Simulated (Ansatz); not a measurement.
BP (F-43m), PBEsol with spin-orbit coupling, rigid bands run with Ansatz (a first-principles code): Condition of this run: hydrostatic pressure 10 GPa (the target of the relaxation). band gap 1.02 eV, N_c = 4.38e19 cm⁻³ and N_v = 2.59e19 cm⁻³ at 300 K, conductivity masses of 0.335 mₑ (electrons) and 0.429 mₑ (holes). Take k_BT = 0.02585 eV.

### Question
What thermal injection velocity √(2k_BT/πm) limits a ballistic channel?

### Answer
9.30e6 cm/s for electrons and 8.21e6 cm/s for holes, a ratio of √(m_h/m_e) = 1.13, for dilute carriers.

### Question
What built-in voltage has an abrupt junction with N_A = 1e17 and N_D = 1e17 cm⁻³, all dopants ionised?

### Answer
V_bi = E_g/e − (k_BT/e) ln(N_c N_v/(N_A N_D)) = 1.02 − 0.02585 × 11.64 = 0.72 V. It follows the computed gap one for one.

### Question
Find the intrinsic carrier density and the intrinsic Fermi level.

### Answer
n_i = √(N_c N_v) exp(−E_g/2k_BT) = 3.37e19 × exp(−19.73) = 9.1e10 cm⁻³. The level lies (k_BT/2) ln(N_v/N_c) = -7 meV from mid-gap (positive towards the conduction band). Each 0.1 eV added to the gap lowers n_i by a factor of 6.9.

Rigid, parabolic bands with the computed gap; masses take one relaxation time for all states.
